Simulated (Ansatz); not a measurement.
# The (332) surface of fcc Pt in its 1x1 cell, outermost plane spacing 0.42 Å in the ideal cut

Level of theory: PBE (plane waves to 420 eV, PAW; Ansatz, an electronic-structure program).

Model: 25-atom slab, 10.2 Å thick at the start (thin: gaps and levels are the slab's own), 13x3x1 mesh, Fermi-Dirac 0.1 eV, dipole correction, all atoms relaxed; start symmetry kept, larger cells not searched; no spin, no spin-orbit, no U.

The surface energy (mean of both faces) is 1.58 J/m^2. The surface energy before relaxation comes out as 1.70 J/m². The work function of the top face is 5.53 eV, the energy released by relaxation is 0.55 eV and the cost is about 40 core-minutes (a rough figure).
